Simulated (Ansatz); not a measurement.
System: Zr-vacancy pair (Zr on one host Al site, one Al site vacant) in fcc Al (neutral cell). The step: Zr and the vacancy change places (Zr-vacancy distance between ideal sites 2.86 Å throughout); the atom moves 2.73 Å along (0.00, 0.48, 0.48) of the unit cell; the moving atom starts with neighbours 4 Al at 2.88, 2 Al at 2.89, 4 Al at 2.91, Al at 2.93 Å and ends with 4 Al at 2.88, 2 Al at 2.89, 4 Al at 2.91, Al at 2.93 Å. DFT values are from Ansatz (plane-wave PAW, 420 eV unless said) in a cell of 32 host sites, spin-restricted, static, with no finite-size correction. Forms of the defect that were not tried may lie lower. For the PBE band: the program found a first-order saddle point.

```csv
Level,Forward barrier (eV),Cost of the band or of the saddle's single point
"CHGNet universal potential (has no charge state), its own band",0.40,-
"PBE, a 3×3×3 k-point mesh shifted by half a step, band relaxed",1.08,very roughly 30 core-minutes
"PBE, a 5×5×5 k-point mesh shifted by half a step, same geometries",1.00,very roughly 3 core-minutes
"r2SCAN at 500 eV, a 3×3×3 k-point mesh shifted by half a step, same geometries",1.21,about 100 core-seconds (a rough figure)
```

Ansatz is an electronic-structure program.
